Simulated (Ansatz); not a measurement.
Cost and result by functional for the surface energy of the (311) surface of fcc Rh in its 1x1 cell, outermost plane spacing 1.15 Å in the ideal cut, in Ansatz (plane waves, PAW). Single points on the PBE structure, on one kind of machine; costs are rough ratios of the slab run's core time (references not counted) to the cheapest single point. r2SCAN's cost holds its higher cutoff (500 against 420 eV). Differences are taken against r2SCAN for comparison alone: no measured value is at hand, so the table doesn't rank accuracy.

Model: 10-atom slab, 10.4 Å thick at the start (thin: gaps and levels are the slab's own), 14x9x1 mesh, Fermi-Dirac 0.1 eV, dipole correction, all atoms relaxed; held to the part of the start's symmetry that mesh and held atoms allow; no spin, no spin-orbit, no U. These notes are the PBE run's.

```csv
functional,relative cost,surface energy (J/m²),less r2SCAN (J/m²)
PBEsol,1,2.90,0.20
LDA,1,3.10,0.40
RPBE,1,2.18,-0.51
r2SCAN,2,2.69,0.00
PBE (the relaxed run's value),–,2.45,-0.24
```

The values span 0.92 J/m², while the single points' costs differ by a factor of roughly 2. Differences are of unrounded values.

Ansatz is a program for electronic structure.
